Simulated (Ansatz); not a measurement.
**Effect of isotropic strain −1.32 % on LiAl3**

Start from LiAl3 in the Cu3Au type structure (space group Pm-3m, No. 221; a = 4.001 Å; a cell from a computed database, its experimental status unchecked; relaxed with 0.1 eV smearing).

Modification: an isotropic linear strain of −1.32 %, atoms relaxed at fixed cell.

Calculations: PBEsol in Ansatz (plane waves to 420 eV, PAW, scalar-relativistic without spin-orbit coupling). k-mesh 15×15×15 (Γ-centred); smearing 0.1 eV (Fermi–Dirac).

| quantity | base | changed | shift |
|---|---|---|---|
| volume per atom | 16.01 Å³ | 15.39 Å³ | -0.626 Å³ |
| shortest interatomic distance | 2.829 Å | 2.792 Å | -0.037 Å |
| energy relative to the base (free energy F) | 0 meV/atom | +5.5 meV/atom | +5.5 meV/atom |
| band gap | zero | zero | – |

Whether these cells are dynamically stable was not tested.

Ansatz is a quantum-chemistry and plane-wave program.
